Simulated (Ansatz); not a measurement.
Worked example: self-consistent single point of SrZn (Pnma, 8 atoms in the cell) in Ansatz (a program for electronic structure).

Computed with PBEsol, PAW files made with PBE (plane waves; Ansatz).

```
SrZn
1.0
    8.88339     0.00000     0.00000
    0.00000     4.54911     0.00000
    0.00000     0.00000     6.23291
Sr Zn
4 4
Cartesian
  6.02631   1.13728   2.44517
  2.85708   3.41183   3.78774
  7.29877   3.41183   5.56163
  1.58462   1.13728   0.67128
  4.65330   1.13728   5.67862
  4.23009   3.41183   0.55429
  8.67179   3.41183   2.56216
  0.21160   1.13728   3.67075
```

Reference input (self-consistent single point, DFT, PBEsol, plane waves, PAW files made with PBE): basis.ecutwfc = 420 eV; kpoints.mp_grid.grid = 3 6 5; hamiltonian.xc = pbesol; hamiltonian.pseudopotentials = {kind: paw} (the program's default PAW files); scf.occupations.method = gaussian; scf.occupations.width = 0.2 eV. This run's input differs from it in these lines:

Ansatz 0.2 input:
```diff
@@ -23,3 +23,3 @@
 scf:
-  occupations: { method: gaussian, width: 0.2 eV }
+  occupations: { method: gaussian, width: 0.3 eV }
 output:
```

The program printed (abridged):

```
SCF iter   1: F=—  HF=-27098.704027 eV  |F-HF|=—  |Δ(HF+E_count)|=         —  Δρ=9.17e-2  dr2=2.02e1  ethr=3.10e-3  ⟨swp⟩=12.3  Hψ=7013  notcnv=0
all-band conjugate gradients solve this SCF's bands
preconditioner: auto → Kerker (q_TF=auto, 2.290 Å⁻¹)
SCF iter   2: F=—  HF=-27095.296503 eV  |F-HF|=—  |Δ(HF+E_count)|=    3.41e0  Δρ=3.81e-2  dr2=1.79e0  ethr=3.10e-3  ⟨swp⟩=3.2  Hψ=3242  notcnv=0  defer=3
   [... lines left out ...]
SCF iter   7: F=—  HF=-27094.027262 eV  |F-HF|=—  |Δ(HF+E_count)|=   1.38e-4  Δρ=3.43e-4  dr2=1.88e-4  ethr=1.33e-6  ⟨swp⟩=3.0  Hψ=2469  notcnv=0  defer=4
SCF iter   8: F=—  HF=-27094.027208 eV  |F-HF|=—  |Δ(HF+E_count)|=   5.48e-5  Δρ=2.14e-5  dr2=1.15e-6  ethr=2.14e-7  ⟨swp⟩=2.0  Hψ=1821  notcnv=0  defer=4
SCF iter   9: F=—  HF=-27094.027205 eV  |F-HF|=—  |Δ(HF+E_count)|=   2.41e-6  Δρ=5.59e-6  dr2=1.50e-7  ethr=1.30e-9  ⟨swp⟩=2.9  Hψ=2554  notcnv=0  defer=4
SCF iter  10: F=-27094.027205 eV  HF=-27094.027205 eV  |F-HF|=3.70e-9  |Δ(HF+E_count)|=   2.04e-8  Δρ=1.69e-6  dr2=8.29e-9  ethr=1.14e-10  ⟨swp⟩=13.0  Hψ=6771  notcnv=0
SCF 1 converged in 10 iterations: F = -27094.027205 eV  dr2 = 8.29e-9
Free energy (F): -27094.027205 eV
Internal energy: -27093.731280 eV  (E = F + TS)
E sigma→0 (E₀):  -27093.879243 eV
Entropy (-TS):   -0.295925 eV (-36.991 meV/atom)
Fermi energy:    6.897379 eV
--- Forces (eV/Å), atoms counted from 1 ---
  atom   1  Sr     0.01356775     0.00000000    -0.00767059
  atom   2  Sr    -0.01356775     0.00000000     0.00767059
  atom   3  Sr    -0.01356775     0.00000000    -0.00767059
  atom   4  Sr     0.01356775     0.00000000     0.00767059
  atom   5  Zn     0.01405033     0.00000000    -0.02979063
  atom   6  Zn    -0.01405033     0.00000000     0.02979063
  atom   7  Zn    -0.01405033     0.00000000    -0.02979063
  atom   8  Zn     0.01405033     0.00000000     0.02979063
--- Stress (GPa, compression-positive) ---
       -1.193934       0.000000       0.000000
        0.000000      -1.341130       0.000000
        0.000000       0.000000      -0.834188
  P = ⅓ Tr σ = -1.1231 GPa (-11.231 kbar)
  The stress holds the Pulay correction. Without it, at fixed plane waves, as pw.x and ABINIT print it: P = -1.1482 GPa
```

The run converged in 10 iterations. Against the reference run the free energy falls by 10.5 meV/atom, the pressure stays at -1.12 GPa and the largest force hardly changes (0.035 to 0.033 eV/Å).

The starting cell comes from a database of computed structures (which also holds hypothetical and non-ambient phases and stackings), without a prior relaxation at this level. Ansatz's pressure includes its estimate of the finite-basis (Pulay) stress.
